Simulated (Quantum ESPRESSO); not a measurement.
# Parameter sweep on Cs2WBr6 (Fm-3m, 9 atoms in the cell)

```yaml
crystal:
  lattice:
    - [0.00000, 5.36650, 5.36650]
    - [5.36650, 0.00000, 5.36650]
    - [5.36650, 5.36650, 0.00000]
  atoms:
    - { symbol: W, position: [0.00000, 0.00000, 0.00000] }
    - { symbol: Br, position: [0.76322, 0.23678, 0.23678] }
    - { symbol: Br, position: [0.23678, 0.76322, 0.23678] }
    - { symbol: Br, position: [0.23678, 0.76322, 0.76322] }
    - { symbol: Br, position: [0.76322, 0.23678, 0.76322] }
    - { symbol: Br, position: [0.23678, 0.23678, 0.76322] }
    - { symbol: Br, position: [0.76322, 0.76322, 0.23678] }
    - { symbol: Cs, position: [0.25000, 0.25000, 0.25000] }
    - { symbol: Cs, position: [0.75000, 0.75000, 0.75000] }
```

Base run A: PBEsol, PseudoDojo standard norm-conserving (PBESOL) pseudopotentials in Quantum ESPRESSO, self-consistent single point.

Its settings: ecutwfc = 75 Ry; occupations = smearing; smearing = methfessel-paxton; degauss = 0.0036749 Ry; potentials = {W: W.upf, Br: Br.upf, Cs: Cs.upf}; K_POINTS = automatic 3 3 3 0 0 0; conv_thr = 1e-10 Ry.

The starting cell comes from a database of published, mostly measured structures (it also holds non-ambient and calculated ones), without a prior relaxation at this level. Spin polarisation is off.

ΔF is the free energy per atom less that of run A. 

Run A gave: pressure (GPa) -1.22; largest force (eV/Å) 0.253; iterations 11.

Runs:
- B: diagonalization, diago_david_ndim = cg, default
- C: diagonalization, diago_david_ndim = paro, default
- D: diagonalization, diago_david_ndim = rmm-davidson, default
- E: diagonalization, diago_david_ndim = rmm-paro, default
- F: diagonalization, diago_david_ndim = default, 3

Which runs reach the base run's state, and which is quickest in iterations?

Runs B, C, D, E, F gave the same state as A (within 1 meV/atom). The fewest iterations to that state were 9 (C); the most were 14.

| run | ΔF (meV/atom) | pressure (GPa) | largest force (eV/Å) | iterations |
|---|---|---|---|---|
| A | 0.00 | -1.22 | 0.253 | 11 |
| B | 0.00 | -1.22 | 0.253 | 10 |
| C | 0.00 | -1.22 | 0.253 | 9 |
| D | 0.00 | -1.22 | 0.253 | 14 |
| E | 0.00 | -1.22 | 0.253 | 12 |
| F | 0.00 | -1.22 | 0.253 | 10 |
